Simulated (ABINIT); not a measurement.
Worked example: self-consistent single point of ZrB2 (P6/mmm, 3 atoms in the cell) in ABINIT.

Computed with PBE, norm-conserving pseudopotentials (PseudoDojo nc-sr-05 PBE standard) (plane waves; ABINIT).

The change in words: lattice scaled by 0.98. Reference geometry:
```xyz
3
Lattice="3.1675 0.0000 0.0000 -1.5838 2.7432 0.0000 0.0000 0.0000 3.5524" Properties=species:S:1:pos:R:3 pbc="T T T"
Zr     0.0000     0.0000     0.0000
B      0.0000     1.8288     1.7762
B      1.5838     0.9144     1.7762
```

Reference input (self-consistent single point, DFT, PBE, plane waves, norm-conserving pseudopotentials (PseudoDojo nc-sr-05 PBE standard)): pseudos = [Zr.upf, B.upf]; ecut = 76 Ry; ixc = 11; occopt = 3; tsmear = 0.136 eV; ngkpt = 16 16 12; nshiftk = 1; shiftk = 0 0 0; potentials = PseudoDojo nc-sr-05 PBE standard; nband = 14; kptopt = 1; nstep = 100. This run's input differs from it in these lines:

```diff
@@ -3,6 +3,6 @@
 pseudos "Zr.upf, B.upf"
-acell 3.1675201230 3.1675201230 3.5523900000 Angstrom
+acell 3.1041699552 3.1041699552 3.4813420000 Angstrom
 rprim
-         1.0000000000   -0.0000000090    0.0000000000
-        -0.4999999922    0.8660254083    0.0000000000
+         1.0000000000    0.0000000034    0.0000000000
+        -0.5000000029    0.8660254021    0.0000000000
          0.0000000000    0.0000000000    1.0000000000
```

The program printed (abridged):

```
--- !BeginCycle
solver: {iscf: 7, nstep: 100, nline: 4, wfoptalg: 0, }
tolerances: {tolvrs: 1.00E-11, }
...

     iter   Etot(hartree)      deltaE(h)  residm     vres2
 ETOT  1  -56.515794823353    -5.652E+01 1.127E-01 6.493E+02
 ETOT  2  -56.581270873599    -6.548E-02 5.690E-02 2.490E+02
 ETOT  3  -56.611776897825    -3.051E-02 2.971E-02 4.370E-01
 ETOT  4  -56.611852701868    -7.580E-05 9.385E-03 9.980E-03
 ETOT  5  -56.611853933837    -1.232E-06 5.578E-03 8.455E-05
 ETOT  6  -56.611853945294    -1.146E-08 1.981E-03 1.814E-07
 ETOT  7  -56.611853945327    -3.292E-11 1.334E-03 8.912E-09
 ETOT  8  -56.611853945328    -1.272E-12 8.540E-04 2.878E-11
 ETOT  9  -56.611853945328    -1.705E-13 8.836E-04 5.685E-12
 At SCF step    9       vres2   =  5.68E-12 < tolvrs=  1.00E-11 =>converged.

 Cartesian components of stress tensor (hartree/bohr^3)
  sigma(1 1)= -5.79272846E-04  sigma(3 2)=  0.00000000E+00
  sigma(2 2)= -5.79272846E-04  sigma(3 1)=  0.00000000E+00
  sigma(3 3)= -4.87992230E-04  sigma(2 1)= -5.85510174E-13

 ----iterations are completed or convergence reached----

 reduced coordinates (array xred) for    3 atoms
       0.000000000000      0.000000000000      0.000000000000
       0.333333333333      0.666666666667      0.500000000000
       0.666666666667      0.333333333333      0.500000000000
 cartesian forces (eV/Angstrom) at end:
    1      0.00000000000000    -0.00000000000000    -0.00000000000000
    2     -0.00000000000000    -0.00000000000000    -0.00000000000000
   [... lines left out ...]
 Fermi (or HOMO) energy (eV) =  13.26557   Average Vxc (eV)= -12.92421
   [... lines left out ...]
total_energy        : -5.66118539453284E+01
total_energy_eV     : -1.54048688873259E+03
band_energy         : -2.59745467761649E+00
...

-Cartesian components of stress tensor (GPa)         [Pressure=  1.6148E+01 GPa]
- sigma(1 1)= -1.70427927E+01  sigma(3 2)=  0.00000000E+00
- sigma(2 2)= -1.70427927E+01  sigma(3 1)=  0.00000000E+00
- sigma(3 3)= -1.43572247E+01  sigma(2 1)= -1.72263012E-08

 Calculation completed.
```

The run converged in 9 iterations. Against the reference run the free energy rises by 29.1 meV/atom and the pressure goes from -0.08 to 16.15 GPa.

The starting cell comes from a database of computed structures (which also holds hypothetical and non-ambient phases and stackings), without a prior relaxation at this level. For this run, on top of that: lattice scaled by 0.98. With a pressure of about 16 GPa the cell is away from its equilibrium volume at this level.

Cost on one core of a shared machine: roughly 4 min.
